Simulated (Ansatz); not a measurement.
Consider the following.

```
HgTe
1.0
    0.00000     3.28639     3.36855
    3.28639     0.00000     3.36855
    3.28639     3.28639     0.00000
Hg Te
1 1
Direct
  0.00000   0.00000   0.00000
  0.25000   0.25000   0.25000
```

No spin polarisation.

Level of theory: r2SCAN (Ansatz, a first-principles code), without spin-orbit coupling. Γ-centred 12×12×12 mesh, Fermi–Dirac width 0.05 eV.

Problem. Predict the pressure (mean of the normal stresses, compression positive).

Solution. -0.9 GPa.

Problem. What space group does the calculation give?

Solution. I-4m2 (No. 119).

Problem. What band gap does the calculation give?

Solution. Zero.

Spin-orbit coupling, missing from the scalar runs, can matter with Hg and Te. The cells carry an imposed strain or load. Whether these cells are dynamically stable was not tested. All final runs are without spin polarisation. The cell was made from HgTe in the zinc blende structure (space group F-43m, No. 216) by this change: uniaxial strain ε_zz = +2.50 %. The zero or small gap of HgTe can change with the level of theory.
